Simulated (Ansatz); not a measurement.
Base system: ZnCu₂SnS₄ (space group I-4, No. 82; a = 5.374 Å, c = 10.754 Å).

Method: PBEsol, PAW, 420 eV (Ansatz, an electronic-structure program; no spin-orbit coupling), earlier PAW set.

Base values:

The c/a ratio comes out as 2.001 and the lattice parameter a is 5.374 Å.

Modification: P takes the place of S on all its sites, then cell and atoms are relaxed.

Q: Predict the new c/a ratio.

A: The c/a ratio goes up by 0.067, from 2.001 to 2.068.

Q: What does the calculation give for the lattice parameter a after the change?

A: The lattice parameter a decreases by 0.070 Å, from 5.374 Å to 5.304 Å.

No phonon test of stability was made. As relaxed here, ZnCu2SnP4 is a hypothetical phase, not in the database extracts checked. All final runs are without spin polarisation.
